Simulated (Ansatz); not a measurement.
## How well does each level of theory give the bulk modulus B0 of hexagonal WC?

Reference value: 384 ± 0.8 GPa (measured, room temperature, not corrected to a static lattice, adiabatic, ultrasonic, our sources range from 377 to 412; as tabulated in Compression behavior of WC and WC-6%Co up to 50 GPa (OSTI 1006718)).

What do LDA, PBE, PBE-D3(BJ), PBE-D4, r²SCAN-D4 give, and how far is each from the reference?


```tsv
level (code)	value (GPa)	cell (Å³/atom)	difference (%)
LDA (Ansatz)	421	10.13	+9.6
PBE (Ansatz)	383	10.52	-0.3
PBE-D3(BJ) (Ansatz)	399	10.33	+3.9
PBE-D4 (Ansatz)	399	10.34	+3.9
r²SCAN-D4 (Ansatz)	407	10.36	+6.0
```

The reference is not for a static lattice or low temperature, so close values are not ranked against it.

The reference isn't brought to a static lattice, while the calculations are for one, so the differences are not the levels' errors alone. A static lattice is as a rule stiffer than a warm one, by over a tenth in soft solids.  Density-functional levels without +SOC have no spin–orbit coupling. Each level is taken at its own relaxed cell. Cutoffs differ between the levels. Ansatz's density-functional and Hartree–Fock values are scalar-relativistic unless marked +SOC, with PAW data made under PBE.

Differences are worked out from the printed values.

Ansatz is a first-principles code.
